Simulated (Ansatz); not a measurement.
Consider the energy change on adding Pt3 to slab B from Pt (fcc). Reaction: cell B + 3 Pt (fcc) → cell A. The sign is products less reactants.

Cell A: a layer of C (graphite, P6₃/mmc), 53 atoms, hexagonal cell of 12.32 Å (131.6 Å²), symmetry P3m1 within 0.02 Å, 4.1 Å thick under 15 Å of vacuum, in-plane vectors held at the crystal's; planes from bottom to top: C49 | Pt | Pt3; added, foreign or displaced atoms, above the top plane and within the planes: Pt4C3 bound through C to 2 C at 1.41 Å; against B it holds Pt3 more, on a cell with 49 atoms a plane; spin state with PBE: parallel moments, net moment 0.7 μB a cell, k-point mesh 2×2×1.
```
Pt4C49
1.0
   12.32481     0.00000     0.00000
   -6.16240    10.67360     0.00000
    0.00000     0.00000    18.85804
C Pt
49 4
Direct
  0.99969   0.00024   0.41502
  0.13260   0.06600   0.41934
  0.00080   0.20095   0.42077
  0.13240   0.26675   0.43092
  0.99967   0.40055   0.41503
  0.13257   0.46770   0.41934
  0.00015   0.60069   0.41040
  0.13334   0.66739   0.41086
  0.00017   0.80059   0.41039
  0.13335   0.86706   0.41086
  0.19983   0.00001   0.41606
  0.33304   0.06598   0.41934
  0.19803   0.19728   0.43273
  0.32651   0.25328   0.44855
  0.19799   0.40183   0.43271
  0.32641   0.47423   0.44854
  0.19980   0.60091   0.41607
  0.33302   0.66814   0.41934
  0.20004   0.80057   0.41039
  0.33341   0.86725   0.41215
  0.40018   0.00023   0.41502
  0.53327   0.06715   0.41689
  0.39891   0.19728   0.43271
  0.53399   0.26676   0.43092
  0.54746   0.47434   0.44856
  0.39888   0.60271   0.43274
  0.53397   0.66834   0.43092
  0.40018   0.80105   0.41503
  0.53326   0.86722   0.41689
  0.60005   0.00058   0.41574
  0.73345   0.06728   0.41608
  0.59978   0.20096   0.42077
  0.73359   0.26748   0.41689
  0.60346   0.40186   0.43274
  0.73474   0.46771   0.41934
  0.60346   0.60275   0.43271
  0.73476   0.66817   0.41934
  0.59978   0.79994   0.42077
  0.73359   0.86723   0.41689
  0.80016   0.00058   0.41574
  0.93351   0.06715   0.41689
  0.80015   0.20069   0.41574
  0.93351   0.26747   0.41690
  0.80049   0.40056   0.41503
  0.93347   0.46732   0.41215
  0.80073   0.60093   0.41607
  0.93367   0.66740   0.41086
  0.80051   0.80107   0.41502
  0.93348   0.86727   0.41214
  0.40011   0.40063   0.51037
  0.46925   0.53882   0.62548
  0.26198   0.33156   0.62551
  0.46925   0.33157   0.62548
```

Cell B: a layer of C (graphite, P6₃/mmc), 50 atoms, hexagonal cell of 12.32 Å (131.6 Å²), symmetry P3m1 within 0.02 Å, 1.7 Å thick under 15 Å of vacuum, in-plane vectors held at the crystal's; planes from bottom to top: C49 | Pt, its two faces unlike (dipole correction applied); added, foreign or displaced atoms, above the top plane and within the planes: PtC3 bound through C to 2 C at 1.41 Å; spin state with PBE: run without spin, k-point mesh 2×2×1.
```
PtC49
1.0
   12.32481     0.00000     0.00000
   -6.16240    10.67360     0.00000
    0.00000     0.00000    16.86607
C Pt
49 1
Cartesian
 -0.00551  -0.00446   7.88759
  1.22653   0.69426   7.97695
 -1.23339   2.13420   7.97306
 -0.01508   2.83759   8.14206
 -2.47158   4.26689   7.88759
 -1.25045   4.98451   7.97695
 -3.69744   6.40471   7.82232
 -2.46739   7.11714   7.83169
 -4.92944   8.53860   7.82232
 -3.69744   9.24764   7.83169
  2.46496  -0.00705   7.92479
  3.70339   0.69426   7.97695
  1.21526   2.10226   8.19609
  2.46496   2.68864   8.45864
 -0.03672   4.27076   8.19609
  1.09595   5.05984   8.45864
 -1.23859   6.40768   7.92479
 -0.01202   7.12954   7.97695
 -2.46544   8.53860   7.82232
 -1.23304   9.25013   7.84172
  4.93544  -0.00446   7.88759
  6.16493   0.70975   7.90649
  3.71466   2.10226   8.19609
  4.94500   2.83759   8.14206
  3.83397   5.05984   8.45864
  1.21298   6.43530   8.19609
  2.46496   7.13314   8.14206
 -0.00110   8.54588   7.88759
  1.23216   9.25355   7.90649
  7.39661   0.00099   7.87878
  8.62737   0.71157   7.87910
  6.16331   2.13420   7.97306
  7.39773   2.84502   7.90649
  4.96664   4.27076   8.19609
  6.18037   4.98451   7.97695
  3.71694   6.43530   8.19609
  4.94194   7.12954   7.97695
  2.46496   8.53992   7.97306
  3.69776   9.25355   7.90649
  9.85812   0.00099   7.87878
 11.08980   0.70975   7.90649
  8.62737   2.13273   7.87878
  9.85700   2.84502   7.90649
  7.40150   4.26689   7.88759
  8.62737   4.98166   7.84172
  6.16851   6.40768   7.92479
  7.39732   7.11714   7.83169
  4.93103   8.54588   7.88759
  6.16296   9.25013   7.84172
  2.46496   4.26944   9.56497
```

Reference: Pt (fcc, Fm-3m), 1 atom in the cell, k-point mesh 26×26×26 on the run's own vectors. Conventional cell: a = b = c = 3.930 Å, α = β = γ = 90.00°.

Computed with Ansatz (plane waves, PAW), its PAW set soft_1, cutoff 420 eV. The structures are at rest with PBE+D3(BJ), within the held lattices; other levels are single points on them. Neutral cells; Fermi-Dirac smearing of at most 0.10 eV in the solids, energies taken to zero width. The lattices are those relaxed with PBE+D3(BJ), so at other levels the solids can be strained, which adds to the spread. Larger cells are relaxed from a start prepared with the learned potential CHGNet till forces fall under 0.03 eV/Å, which some starts already meet. A dispersion term (D3(BJ), or D4 for r2SCAN) was computed beside these levels and is taken off wherever the name lacks it. Space groups of crystals are read within 0.01 Å. Static lattices, no vibrational contributions. Cells are local rest points, mostly with their start's symmetry. Spin-orbit coupling is left out. No search over spin orders was made beyond those shown. No correction for cell size. Cell B has symmetry P3m1 within 0.02 Å and got no random move, so less symmetric positions, which may lie lower, weren't tried.

Q: What is the computed value (PBE)?

A: 5.83 eV, for cell B + 3 Pt (fcc) → cell A.

Q: What do the other levels give, and how wide is the spread?

A: 
```tsv
Functional	value (eV)	less PBE
PBE+D3(BJ)	7.43	1.60
```

The levels shown span 1.60 eV, from PBE (5.83) to PBE+D3(BJ) (7.43).

Ansatz is a first-principles code.
